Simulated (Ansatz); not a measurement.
The reference is SiO2 (space group P3_221, No. 154).

```
SiO2
1.0
    5.02211     0.00000     0.00000
   -2.51105     4.34927     0.00000
    0.00000     0.00000     5.51028
Si O
3 6
Cartesian
  1.19708   2.07341   0.00000
  2.62794   0.00000   3.67352
 -1.31397   2.27586   1.83676
  1.68219   0.69218   4.80377
  3.58157   1.11073   2.96701
 -0.24165   1.80291   0.70651
  1.07051   3.23855   4.38003
 -0.82887   3.65709   2.54327
  2.26941   2.54637   1.13025
```

Cartesian axes are those of the cell as printed.

Level of theory: Ansatz (a quantum-chemistry and plane-wave program), PBE, PAW, cutoff 420 eV, no spin-orbit coupling.

Perturbation: biaxial strain −0.75 %, plane normal [001], relaxed out of plane (Cartesian); in-plane vectors clamped, the third vector and the atoms free.

### Question
Estimate the effect on the out-of-plane strain.

### Answer
The out-of-plane strain amounts to +0.16 %.

### Question
Estimate the effect on the in-plane stress.

### Answer
The mean in-plane stress (compression positive) is +0.6 GPa.

No phonon test of stability was made.
